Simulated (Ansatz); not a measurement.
A computed series for SnO: response to strain

The parent structure is SnO in the litharge type structure (space group P4/nmm, No. 129; a = 3.7927 Å, c = 4.7644 Å; layered, stacked along the Cartesian z axis). Axes: x, y, z lie along a, b, c of the conventional cell.

Strains are applied to the cell and any free atomic positions relax; under biaxial strain the out-of-plane vector relaxes too; under stress the whole cell relaxes.

Method: r2SCAN+rVV10 (Ansatz, a first-principles code, PAW, spin-orbit coupling left out), earlier PAW set.

| change | volume per atom | space group |
|---|---|---|
| base | 17.13 Å³ | P4/nmm (No. 129) |
| biaxial strain −0.73 %, plane normal [001], relaxed out of plane | 16.96 Å³ | P4/nmm (No. 129) |
| biaxial strain −0.38 %, plane normal [001], relaxed out of plane | 17.04 Å³ | P4/nmm (No. 129) |
| biaxial strain +1.21 %, plane normal [001], relaxed out of plane | (withheld) | P4/nmm (No. 129) |
| isotropic strain +1.97 % | 18.17 Å³ | P4/nmm (No. 129) |
| isotropic strain +5.69 % | 20.23 Å³ | P4/nmm (No. 129) |
| uniaxial strain ε_xx = −0.65 % | 17.02 Å³ | Pmmn (No. 59) |
| uniaxial stress, 2 GPa compression along x | (withheld) | Pmmn (No. 59) |
| uniaxial stress, 3 GPa compression along x | (withheld) | Pmmn (No. 59) |
| uniaxial stress, 5 GPa tension along x | (withheld) | Pmmn (No. 59) |

Q: Complete the table.

A: 
- biaxial strain +1.21 %, plane normal [001], relaxed out of plane, volume per atom: 17.40 Å³
- uniaxial stress, 2 GPa compression along x, volume per atom: 17.16 Å³
- uniaxial stress, 3 GPa compression along x, volume per atom: 17.20 Å³
- uniaxial stress, 5 GPa tension along x, volume per atom: 17.77 Å³

Stability under load was not tested beyond the relaxation. All final runs are without spin polarisation.
